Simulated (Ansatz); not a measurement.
The starting structures come from a database of crystals and need not be the phases stable at ambient conditions.

The decay constant κ of evanescent states in the gap governs leakage through a thin film.

Here is the system:

```
CELL_PARAMETERS angstrom
      6.24752     0.00000     0.00000
      0.00000     8.64927     0.00000
      0.00000     0.00000     5.25957
ATOMIC_POSITIONS crystal
  Pb 0.74617 0.41731 0.25000
  Pb 0.25383 0.58269 0.75000
  Pb 0.75383 0.91731 0.75000
  Pb 0.24617 0.08269 0.25000
  C  0.58536 0.76066 0.25000
  C  0.41464 0.23934 0.75000
  C  0.91464 0.26066 0.75000
  C  0.08536 0.73934 0.25000
  O  0.08787 0.81456 0.03650
  O  0.91213 0.18544 0.96350
  O  0.41213 0.31456 0.96350
  O  0.58787 0.68544 0.03650
  O  0.58787 0.68544 0.46350
  O  0.41213 0.31456 0.53650
  O  0.91213 0.18544 0.53650
  O  0.08787 0.81456 0.46350
  O  0.90570 0.41055 0.75000
  O  0.09430 0.58945 0.25000
  O  0.59430 0.91055 0.25000
  O  0.40570 0.08945 0.75000
```

Space group of this cell: Pnma. The cell was relaxed by PBE-D3(BJ); by PBEsol its mean pressure is -4.2 GPa.

Transport runs along the normal of the first two printed cell vectors.

The gap is the functional's own. No spin-orbit coupling. Mid-gap values are interpolated on the energy grid.

Task: State the band gap and the smallest decay constant κ at mid-gap according to PBEsol run with Ansatz (a first-principles code).

Result: Gap 3.19 eV on a 6×4×6 mesh; κ = 0.367 1/Å, at the zone centre.
